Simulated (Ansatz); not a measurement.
Structures of equal composition on the (110) surface of germanium: Si on all surface atoms, H on every dangling bond; Si on all atoms bonded under the surface atoms, H on every dangling bond. The slabs share one bottom face, and each structure is named by its start. These are constructed structures in small cells; real faces may alloy, dewet or reconstruct in larger ones, and not all known structures of the face are among them. Slabs of about 16 Å with all that they carry, Fermi-Dirac smearing of 0.025 eV. Bottom of the slabs: built like the top, H on every dangling bond, free. Relaxed from the named starts with such symmetry as they have, on meshes of like density; energies extrapolated to zero smearing; no spin-orbit coupling, no U. Spin-polarised runs, if any, are marked in brackets, and their order is one that fits the cell; the others ran without spin. Where a second, spin-polarised start was run, the lower counts.

All values below come from PBE (plane waves to 420 eV, PAW; Ansatz, a quantum-chemistry and plane-wave program).

Problem. Order them by energy per 1x1 cell (lowest first) at the level PBE.

Solution. Si on all surface atoms, H on every dangling bond (0.000 eV), Si on all atoms bonded under the surface atoms, H on every dangling bond (0.292 eV)
